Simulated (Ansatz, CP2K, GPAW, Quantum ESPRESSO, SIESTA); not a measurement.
**Cr3Ge (Pm-3n, 8 atoms in the cell) computed with different codes at matched settings**

Self-consistent single point, at a second geometry (lattice scaled by 0.98). First geometry:

```
CELL_PARAMETERS angstrom
      4.54985     0.00000     0.00000
      0.00000     4.54985     0.00000
      0.00000     0.00000     4.54985
ATOMIC_POSITIONS crystal
  Cr 0.25000 0.00000 0.50000
  Cr 0.75000 0.00000 0.50000
  Cr 0.50000 0.75000 0.00000
  Cr 0.50000 0.25000 0.00000
  Cr 0.00000 0.50000 0.75000
  Cr 0.00000 0.50000 0.25000
  Ge 0.00000 0.00000 0.00000
  Ge 0.50000 0.50000 0.50000
```

Shared settings, as Ansatz (a program for electronic structure) writes them: kpoints.mp_grid.grid = 5 5 5; scf.occupations.method = gaussian; scf.occupations.width = 0.272 eV. Potentials and cutoffs stand in the table.

```tsv
code	model	ΔF from the first geometry (meV/atom)	pressure (GPa)	cutoff
SIESTA	GGA PBEsol, numerical atomic orbitals TZP, PseudoDojo PBEsol standard norm-conserving potentials (rewritten from UPF to PSML)	10.5	10.63	grid 300 Ry
Ansatz	PBEsol, PAW files made with PBE	19.2	12.94	420 eV
CP2K	PBEsol, GPW, DZVP-MOLOPT-SR-GTH basis, GTH-PBE potentials (GTH_POTENTIALS)	28.1	15.37	grid 600 Ry
Quantum ESPRESSO	PBEsol, PseudoDojo standard norm-conserving (PBESOL) pseudopotentials	20.5	13.40	95 Ry
GPAW	PBEsol, GPAW PAW datasets PBEsol (made by gpaw-setup)	22.7	13.76	850 eV
```

On Ansatz's run: spin polarisation is off.

The spread over the programs that give each value: ΔF from the first geometry within 17.6 meV/atom; pressure within 4.74 GPa.

SIESTA and CP2K use small atom-centred bases, whose incompleteness enters pressures, forces and empty levels differently from a plane-wave cutoff. Ansatz's pressure is given at a fixed set of plane waves, as the other plane-wave codes print theirs; with its correction for the finite basis it is 13.05 GPa. In the pressure, SIESTA (by 2.77) and CP2K (by 1.98) lie more than 1 GPa from the median of the plane-wave programs.

The starting cell comes from a database of computed structures (which also holds hypothetical and non-ambient phases and stackings), without a prior relaxation at this level. Its lattice was rescaled by a random factor within 2.5 % of one. For this run, on top of that: lattice scaled by 0.98.

Left out of this page: Elk and FLEUR (not drawn, or without a comparable value).

Keys are those of Ansatz 0.2.
